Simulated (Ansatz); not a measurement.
Here is the system:

```yaml
crystal:
  lattice:
    - [0.00000, 2.00396, 2.00396]
    - [2.00396, 0.00000, 2.00396]
    - [2.00396, 2.00396, 0.00000]
  atoms:
    - { symbol: F, position: [0.00000, 0.00000, 0.00000] }
    - { symbol: Li, position: [0.50000, 0.50000, 0.50000] }
```

No spin polarisation.

Calculations: plane-wave PAW DFT at the r2SCAN level (Ansatz, an electronic-structure program, 500 eV), spin-orbit coupling left out. k-mesh 14×14×14 (Γ-centred); smearing 0.05 eV (Fermi–Dirac).

Problem. What is the computed gap character?

Solution. Direct at Γ.

Problem. Estimate the electron mass.

Solution. 0.87 mₑ (at Γ).

Load acts through the strain it causes; cell and atoms are relaxed under it. Masses are band curvatures over ±0.01 Å⁻¹ around the edge. Whether these cells are dynamically stable was not tested. The cell was made from LiF in the rock salt structure (space group Fm-3m, No. 225) by this change: pressure −1 GPa.
